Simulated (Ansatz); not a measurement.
**What uniaxial strain ε_zz = −1.50 % does to TiB2**

The reference is TiB$_{2}$ (space group P6/mmm, No. 191; a = 3.0174 Å, c = 3.1851 Å). Axes: x lies along a and z along c of the hexagonal cell.

Modification: the cell is compressed by 1.50 % along z with no lateral relaxation; the atoms relax in the strained cell.

Level of theory: PBEsol, PAW, 420 eV (Ansatz, a program for electronic structure; no spin-orbit coupling). Settings: 13×13×10 k-points, 0.05 eV Fermi–Dirac smearing.

| quantity | base | changed | shift |
|---|---|---|---|
| volume per atom | 8.37 Å³ | 8.25 Å³ | -0.126 Å³ |
| space group | P6/mmm (No. 191) | P6/mmm (No. 191) | – |
| shortest interatomic distance | 1.742 Å | 1.742 Å | 0.000 Å |
| energy relative to the base (free energy F) | 0 meV/atom | +2.8 meV/atom | +2.8 meV/atom |
| pressure (mean of the normal stresses, compression positive) | 0.0 GPa | 3.6 GPa | +3.6 GPa |
| band gap | zero | zero | – |
| stress (xx, yy, zz, yz, xz, xy; compression positive) (rough) | – | (1.8, 1.8, 7.3, 0.0, 0.0, 0.0) GPa | – |

Final structure:

```yaml
crystal:
  lattice:
    - [3.01738, 0.00000, 0.00000]
    - [-1.50869, 2.61313, 0.00000]
    - [0.00000, 0.00000, 3.13730]
  atoms:
    - { symbol: Ti, position: [0.00000, 0.00000, 0.00000] }
    - { symbol: B, position: [0.66667, 0.33333, 0.50000] }
    - { symbol: B, position: [0.33333, 0.66667, 0.50000] }
```

Cost of the whole job for the changed cell (relaxation, final SCF and bands): about 8 core-seconds (a rough figure).

A case with no gap was solved on a k-mesh chosen for an insulator, which is coarse for it. Without a gap, meshes like the base's 13×13×10 leave anisotropic stresses uncertain by several tenths of a GPa, and small strain energies with them. Stability against distortions was not tested. The final runs are not spin-polarised.
